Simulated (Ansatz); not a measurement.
Input and output of a self-consistent single point for LaSi₃Os (I4mm, 5 atoms in the cell) (Ansatz, an electronic-structure program).

Method: LDA (PW92), PAW files made with PBE (plane waves; Ansatz).

The change in words: lattice scaled by 0.98. Reference geometry:
```
LaSi3Os
1.0
   -2.14294     2.14294     4.98994
    2.14294    -2.14294     4.98994
    2.14294     2.14294    -4.98994
La Si Os
1 3 1
Cartesian
  0.00000   0.00000   9.96552
  0.00000   0.00000   4.18407
  2.14294   0.00000   2.59896
  0.00000   2.14294   2.59896
  0.00000   0.00000   6.54032
```

Reference input (self-consistent single point, DFT, LDA (PW92), plane waves, PAW files made with PBE): basis.ecutwfc = 420 eV; kpoints.mp_grid.grid = 8 8 8; hamiltonian.xc = lda; hamiltonian.pseudopotentials = {kind: paw} (the program's default PAW files); scf.occupations.method = gaussian; scf.occupations.width = 0.1 eV. This run's input differs from it in these lines:

```diff
@@ -2,5 +2,5 @@
   lattice:
-    - [-2.142935, 2.142935, 4.989945]
-    - [2.142935, -2.142935, 4.989945]
-    - [2.142935, 2.142935, -4.989945]
+    - [-2.100076, 2.100076, 4.890146]
+    - [2.100076, -2.100076, 4.890146]
+    - [2.100076, 2.100076, -4.890146]
   atoms:
```

Log, with long lists cut:

```
SCF iter   1: F=—  HF=-19026.792759 eV  |F-HF|=—  |Δ(HF+E_count)|=         —  Δρ=6.99e-2  dr2=8.50e0  ethr=3.10e-3  ⟨swp⟩=5.6  Hψ=6494  notcnv=0
all-band conjugate gradients solve this SCF's bands
preconditioner: auto → Kerker (q_TF=auto, 2.390 Å⁻¹)
SCF iter   2: F=—  HF=-19025.478670 eV  |F-HF|=—  |Δ(HF+E_count)|=    1.31e0  Δρ=2.45e-2  dr2=1.00e0  ethr=3.10e-3  ⟨swp⟩=4.9  Hψ=3886  notcnv=0  defer=51
   [... lines left out ...]
SCF iter   6: F=—  HF=-19025.236960 eV  |F-HF|=—  |Δ(HF+E_count)|=   6.69e-4  Δρ=2.84e-4  dr2=1.25e-4  ethr=8.74e-6  ⟨swp⟩=2.1  Hψ=2410  notcnv=0  defer=59
SCF iter   7: F=—  HF=-19025.236939 eV  |F-HF|=—  |Δ(HF+E_count)|=   2.11e-5  Δρ=6.87e-5  dr2=5.48e-6  ethr=3.21e-7  ⟨swp⟩=2.0  Hψ=2270  notcnv=0  defer=59
SCF iter   8: F=—  HF=-19025.236943 eV  |F-HF|=—  |Δ(HF+E_count)|=   4.18e-6  Δρ=2.05e-5  dr2=8.26e-7  ethr=1.40e-8  ⟨swp⟩=2.0  Hψ=2359  notcnv=0  defer=59
SCF iter   9: F=-19025.236943 eV  HF=-19025.236943 eV  |F-HF|=5.54e-9  |Δ(HF+E_count)|=   1.36e-7  Δρ=1.99e-6  dr2=7.34e-9  ethr=2.56e-10  ⟨swp⟩=11.6  Hψ=9125  notcnv=0
SCF 1 converged in 9 iterations: F = -19025.236943 eV  dr2 = 7.34e-9
Free energy (F): -19025.236943 eV
Internal energy: -19025.229025 eV  (E = F + TS)
E sigma→0 (E₀):  -19025.232984 eV
Entropy (-TS):   -0.007918 eV (-1.584 meV/atom)
Fermi energy:    13.631665 eV
--- Forces (eV/Å), atoms counted from 1 ---
  atom   1  La    -0.00000000     0.00000000     0.01113728
  atom   2  Si    -0.00000000    -0.00000000    -0.29673366
  atom   3  Si    -0.00000000     0.00000000     0.25274513
  atom   4  Si     0.00000000     0.00000000     0.25274513
  atom   5  Os     0.00000000    -0.00000000    -0.21989682
--- Stress (GPa, compression-positive) ---
        3.486949       0.000000      -0.000000
        0.000000       3.486949      -0.000000
       -0.000000       0.000000       4.622086
  P = ⅓ Tr σ = 3.8653 GPa (38.653 kbar)
  The stress holds the Pulay correction. Without it, at fixed plane waves, as pw.x and ABINIT print it: P = 3.8387 GPa
```

The run converged in 9 iterations. Against the reference run the free energy falls by 5.5 meV/atom, the pressure goes from -5.01 to 3.87 GPa and the largest force goes from 0.118 to 0.297 eV/Å.

The starting cell comes from a database of computed structures (which also holds hypothetical and non-ambient phases and stackings), without a prior relaxation at this level. For this run, on top of that: lattice scaled by 0.98. Spin polarisation is off. With a pressure of about 4 GPa the cell is away from its equilibrium volume at this level. Ansatz's pressure includes its estimate of the finite-basis (Pulay) stress.

Keys are those of Ansatz 0.2.
